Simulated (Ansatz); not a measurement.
## AgRhO2 (space group R-3m, No. 166; a cell from a computed database, its experimental status unchecked)

```
CELL_PARAMETERS angstrom
      1.52672     0.88145     6.19222
     -1.52672     0.88145     6.19222
      0.00000    -1.76291     6.19222
ATOMIC_POSITIONS crystal
  Ag 0.00000 0.00000 0.00000
  Rh 0.50000 0.50000 0.50000
  O  0.88723 0.88723 0.88723
  O  0.11277 0.11277 0.11277
```

The values are results of PBEsol (Ansatz, an electronic-structure program, PAW, no spin-orbit coupling), not measurements. Settings: 13×13×13 k-points, 0.05 eV Fermi–Dirac smearing.

The volume per atom is 12.50 Å³ and the density comes out as 8.06 g/cm³. The band gap is 0.43 eV, indirect, S₂–F (12 % along) → k = (0.077, 0.385, 0.385) in the run's primitive reciprocal basis. The total energy is -3744.967 eV/atom (σ→0; compares only within this code and set-up).

Stability against distortions was not tested.
